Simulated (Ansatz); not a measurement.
The starting structures come from a database of crystals and need not be the phases stable at ambient conditions.

 Where the default PAW files enter, the runs use the earlier of Ansatz's two default sets.

## Evanescent states of Sr2GaSbO6 (I4/m, not sure to be the ambient phase, 10 atoms a cell, 12.7 Å³ an atom, -6 GPa at this level) along the normal of (110)

Method: PBEsol (plane waves, PAW; Ansatz, a first-principles code).

No gap correction and no spin-orbit coupling; mid-gap values are interpolated between computed energies.

Energies count from the valence-band top; κ is the least over a 6×6 mesh across the current.

| E (eV) | κ (1/Å) | where |
|---|---|---|
| 0.04 | 0.093 | Γ |
| 0.12 | 0.154 | Γ |
| 0.20 | 0.196 | Γ |
| 0.28 | 0.216 | Γ |
| 0.36 | 0.214 | Γ |
| 0.44 | 0.211 | Γ |
| 0.52 | 0.207 | Γ |
| 0.60 | 0.201 | Γ |
| 0.68 | 0.193 | Γ |
| 0.76 | 0.184 | Γ |
| 0.84 | 0.172 | Γ |
| 0.92 | 0.158 | Γ |
| 1.00 | 0.140 | Γ |
| 1.08 | 0.118 | Γ |
| 1.16 | 0.089 | Γ |
| 1.24 | 0.039 | Γ |

**Question.** How thick must the barrier be to attenuate the transmission by 10^8 when the electrodes' Fermi level lies at 0.52 eV, and what attenuation does that film give at 1.00 eV?

**Answer.** d = 8 ln 10 / (2 × 0.207) = 44.5 Å. At 1.00 eV it gives 8 × 0.140/0.207 = 5.4 decades.
